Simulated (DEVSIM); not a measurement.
Structure: In0.52Al0.48As/In0.53Ga0.47As n-p heterojunction, at 400 K.

| layer (left to right) | material | thickness (μm) | Nd (cm⁻³) | Na (cm⁻³) | τn (s) | τp (s) |
|---|---|---|---|---|---|---|
| 1 | In0.52Al0.48As | 0.0750 | 1.8e17 | - | 1.1e-8 | 1.1e-8 |
| 2 | In0.53Ga0.47As | 0.180 | - | 5.3e17 | 1.1e-8 | 1.1e-8 |

Left contact: ohmic. Right contact: ohmic. Voltage is applied to the left contact. Recombination: SRH at mid-gap. Mobility is constant in doping.

The device is made up for the run: typed textbook-type constants, with dimensions and the other settings drawn at random. Values at 300 K; Nc and Nv go as T^1.5, mobilities as T to minus their exponent, the gap by Varshni's rule with the affinity fixed.

```csv
parameter,In0.52Al0.48As,In0.53Ga0.47As
gap (eV),1.45,0.74
affinity (eV),4,4.51
permittivity,12.5,13.9
Nc (cm⁻³),5.1e17,2.1e17
Nv (cm⁻³),1.1e19,7.7e18
μn (cm²/Vs),4000,12000
μp (cm²/Vs),75,300
T exponent of μn,1.5,1.6
T exponent of μp,1.5,1.6
Varshni α (eV/K),0.00042,0.00035
Varshni β (K),180,190
```

DEVSIM, 1D drift-diffusion, Boltzmann statistics, complete ionisation; no tunnelling, impact ionisation, image-force lowering or self-heating. Band offsets follow the typed affinities; no thermionic-emission limit at abrupt steps, no polarisation charge.

Q: Tabulate band edges, carrier densities and field at -0.7 V on the left contact.

A: Energies count from the Fermi level of the right contact; mesh points crowd at the junctions.

```tsv
x (μm)	Ec (eV)	Ev (eV)	n (cm⁻³)	p (cm⁻³)	field (V/cm)
0.000	0.751	-0.662	1.8e17	120	2100
0.002939	0.751	-0.661	1.8e17	6.7e9	2200
0.006985	0.752	-0.661	1.7e17	1.6e10	2500
0.01363	0.754	-0.659	1.6e17	3.3e10	3800
0.02710	0.763	-0.650	1.3e17	7.7e10	10000
0.04319	0.795	-0.618	5.0e16	2.6e11	32000
0.05614	0.853	-0.560	8.9e15	1.5e12	60000
0.06621	0.927	-0.486	9.5e14	1.3e13	86000
0.07118	0.973	-0.440	1.8e14	4.9e13	99000
0.07442	1.007	-0.406	1.2e13	1.3e14	110000
0.07684	0.520	-0.190	1.7e16	4.8e16	85000
0.08275	0.559	-0.150	5.3e15	1.5e17	51000
0.08954	0.584	-0.126	2.5e15	3.1e17	24000
0.1011	0.598	-0.111	1.6e15	4.8e17	5400
0.1277	0.602	-0.107	1.2e15	5.3e17	120
0.1583	0.602	-0.107	8.8e14	5.3e17	≈ 0
0.1955	0.602	-0.107	5.4e14	5.3e17	≈ 0
0.2194	0.602	-0.107	3.3e14	5.3e17	≈ 0
0.2373	0.602	-0.107	1.6e14	5.3e17	≈ 0
0.2457	0.602	-0.107	8.5e13	5.3e17	≈ 0
0.2507	0.602	-0.107	3.9e13	5.3e17	≈ 0
0.2550	0.602	-0.107	8.3e9	5.3e17	≈ 0
```
